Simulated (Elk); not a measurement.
Band structure of HfTeS (P3m1, 3 atoms in the cell).

```yaml
crystal:
  lattice:
    - [3.81538, 0.00000, 0.00000]
    - [-1.90769, 3.30422, 0.00000]
    - [0.00000, 0.00000, 6.60612]
  atoms:
    - { symbol: Hf, position: [0.33333, 0.66667, 0.02986] }
    - { symbol: Te, position: [0.00000, 0.00000, 0.74743] }
    - { symbol: S, position: [0.66667, 0.33333, 0.22271] }
```

Method of the run: PBEsol, all-electron FP-LAPW, Elk's shipped species files, APW+lo basis with extra local orbitals in Elk.

Settings: xctype = 22; rgkmax = 7.5; stype = 0; swidth = 0.00499791 Ha; ngridk = 8 8 4; gmaxvr = 18 1/bohr; lmaxapw = 10; lmaxo = 8; nxlo = 2; lorbcnd = true; lradstp = 2; nrmtscf = 2; rmtscf = 0.9; lmaxi = 4.

The starting cell comes from a database of computed structures (which also holds hypothetical and non-ambient phases and stackings), without a prior relaxation at this level. Spin-orbit coupling is off. Values depend on the basis (sphere radii, cutoffs, local orbitals), which need not be converged.

Levels in eV from the Fermi level, bands 21 to 28:
```
point     21     22     23     24    25    26    27    28
-----  -----  -----  -----  -----  ----  ----  ----  ----
Γ      -3.81  -1.18   0.11   0.11  0.72  0.72  1.35  3.10
M      -3.62  -3.49  -2.50  -1.39  0.12  2.33  2.42  3.74
K      -4.04  -3.16  -2.82  -2.53  1.34  1.71  2.44  3.62
A      -3.80  -2.70   0.03   0.03  0.70  0.70  1.62  4.05
L      -3.65  -3.22  -1.91  -1.29  0.00  2.30  2.42  3.58
H      -4.35  -3.13  -2.61  -2.43  1.34  1.64  1.87  3.99
```

Bands cross the Fermi level along this path, so the cell is metallic at this level.
